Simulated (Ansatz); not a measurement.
**Convergence series on NbAs (P-6m2, 2 atoms in the cell)**

```
CELL_PARAMETERS angstrom
      3.54110     0.00000     0.00000
     -1.77055     3.06668     0.00000
      0.00000     0.00000     3.45594
ATOMIC_POSITIONS crystal
  Nb 0.00000 0.00000 0.00000
  As 0.66667 0.33333 0.50000
```

Level of theory: LDA (PW92), default PAW files made with PBE (plane waves; Ansatz, an electronic-structure program).

The starting cell was generated: these elements placed on a structure prototype, without a prior relaxation; it need not be a known phase or ordering of this composition. Spin polarisation is off. In the base run, with a pressure of about -15 GPa the cell is away from its equilibrium volume at this level. Ansatz's pressure includes its estimate of the finite-basis (Pulay) stress. Without a gap this mesh is coarse (it stands for a supercell whose shortest vector is 17 Å).

Held fixed: kpoints.mp_grid.grid = 6 6 5; hamiltonian.xc = lda; hamiltonian.pseudopotentials = {kind: paw} (the program's default PAW files); scf.occupations.method = cold; scf.occupations.width = 0.05 eV.

ΔF is the free energy per atom less that of the last row (840 eV).

The first pressure column holds Ansatz's estimate of the finite-basis (Pulay) stress, which hides part of the cutoff error; the other is without it.

```
basis.ecutwfc  ΔF (meV/atom)  pressure (GPa)  pressure at a fixed set of plane waves (GPa)  plane waves  iterations
-------------  -------------  --------------  --------------------------------------------  -----------  ----------
170 eV                9136.2          -26.97                                       -297.94          199           7
210 eV                2496.1          -16.80                                       -121.43          255           7
250 eV                 541.3          -13.86                                        -46.20          339           6
295 eV                     ?          -14.61                                        -20.15          405           5
335 eV                     ?          -14.75                                        -15.64          527           6
380 eV                  1.58          -14.79                                        -14.89          635           6
420 eV                  0.72          -14.79                                        -14.82          737           6
485 eV                  0.32          -14.79                                        -14.80          901           6
545 eV                  0.15          -14.79                                        -14.80         1081           6
630 eV                  0.04          -14.79                                        -14.80         1329           6
735 eV                  0.02          -14.79                                        -14.80         1677           6
840 eV                  0.00          -14.80                                        -14.80         2111           6
```

Task: Fill in the missing entries.

Result: 
- 295 eV, ΔF (meV/atom): 68.4
- 335 eV, ΔF (meV/atom): 9.4

Keys are those of Ansatz 0.2.
